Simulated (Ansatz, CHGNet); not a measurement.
AlB2-type HfB2: properties by level of theory

Reference values: lattice constant a 3.14 Å (measured, temperature not stated, copied from a table, unchecked, no zero-point or thermal correction; as tabulated in Journal of Nuclear Materials 21, 14 (1967)); lattice parameter c 3.48 Å (measured, temperature not stated, copied from a table, unchecked, not corrected to a static lattice; as tabulated in Journal of Nuclear Materials 21, 14 (1967)).

| level (code) | lattice constant a (Å) | c axis length (Å) |
|---|---|---|
| CHGNet-r²SCAN (CHGNet) | 3.124 | ? |
| LDA (Ansatz) | 3.103 | 3.421 |
| PBE (Ansatz) | 3.145 | 3.486 |
| r²SCAN (Ansatz) | 3.136 | 3.479 |
| HSE06 (Ansatz) | 3.135 | 3.478 |
| PBE0 (Ansatz) | 3.134 | 3.477 |

Task: Fill in the missing entries.

Result: 
- CHGNet-r²SCAN (CHGNet), c axis length (Å): 3.501

Differences from the reference values (errors of the level alone only where the reference is corrected to a static lattice):

| level | lattice constant a (%) | lattice parameter c (%) |
|---|---|---|
| CHGNet-r²SCAN | -0.51 | +0.60 |
| LDA | -1.18 | -1.70 |
| PBE | +0.16 | +0.17 |
| r²SCAN | -0.13 | -0.03 |
| HSE06 | -0.16 | -0.06 |
| PBE0 | -0.19 | -0.09 |

Nearest: lattice constant a, not ranked (reference at room or unstated temperature); lattice parameter c, not ranked (reference at room or unstated temperature).

Machine-learned potentials (CHGNet-r²SCAN) are trained on DFT data, which may include these solids.

Ansatz's density-functional and Hartree–Fock values are scalar-relativistic unless marked +SOC, with PAW data made under PBE.

Differences are worked out from the printed values.

Ansatz is a first-principles code.
